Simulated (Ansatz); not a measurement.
System: Al-vacancy pair (Al on one host W site, one W site vacant) in bcc W (neutral cell). These are PBE, PAW (plane waves to 420 eV; Ansatz, an electronic-structure program) values and carry that method's errors.

Cell of 36 host sites held at the relaxed PBE lattice; a 2×2×3 k-point mesh shifted by half a step; Fermi-Dirac width 0.10 eV, spin-restricted; finite-size errors left in. Energies are static. Spin-orbit coupling is left out. Forms of the defect that were not tried may lie lower.

Barriers: single points on a 3×3×5 k-point mesh shifted by half a step at the bands' geometries (they differ from the bands' own by up to 0.12 eV, and are uncertain by about as much).

The step: a nearby W atom hops onto the vacant site (Al-vacancy distance between ideal sites 2.76 → 3.18 Å). Atoms about the jump, Cartesian Å from the middle of the jump, before and after:

```
atom     x0     y0     z0     x1     y1     z1
----  -----  -----  -----  -----  -----  -----
W1    -0.79  -0.79   0.77   0.79   0.79  -0.77
W2     0.82   0.82   2.33   0.79   0.79   2.34
W3    -2.41   0.82  -0.79  -2.38   0.79  -0.77
W4     0.82  -2.41  -0.79   0.79  -2.38  -0.77
Al5   -0.70  -0.70  -2.30  -0.80  -0.80  -2.40
W6     2.36  -0.78   0.75   2.37  -0.80   0.79
W7    -0.78   2.36   0.75  -0.80   2.37   0.79
W8     0.80  -2.38   2.38   0.79  -2.38   2.34
W9    -2.38   0.80   2.38  -2.38   0.79   2.34
W10   -2.38  -2.38  -0.81  -2.38  -2.38  -0.77
W11    2.38   2.38   0.76   2.39   2.39   0.79
W12   -0.79   2.35  -2.38  -0.80   2.34  -2.40
W13    2.35  -0.79  -2.38   2.34  -0.80  -2.40
```

**Question.** Predict the transition state.

**Answer.** 
| atom | x | y | z |
|---|---|---|---|
| W1 | -0.13 | -0.13 | 0.11 |
| W2 | 0.83 | 0.83 | 2.43 |
| W3 | -2.45 | 0.83 | -0.83 |
| W4 | 0.83 | -2.45 | -0.83 |
| Al5 | -0.79 | -0.79 | -2.42 |
| W6 | 2.42 | -0.81 | 0.80 |
| W7 | -0.81 | 2.42 | 0.80 |
| W8 | 0.81 | -2.37 | 2.34 |
| W9 | -2.37 | 0.81 | 2.34 |
| W10 | -2.37 | -2.37 | -0.81 |
| W11 | 2.34 | 2.34 | 0.76 |
| W12 | -0.79 | 2.34 | -2.36 |
| W13 | 2.34 | -0.79 | -2.36 |
It lies 1.98 eV above the start and 1.40 eV above the end. The saddle point's order was not checked, and it lies on a symmetry element of the cell, where a band can be held.
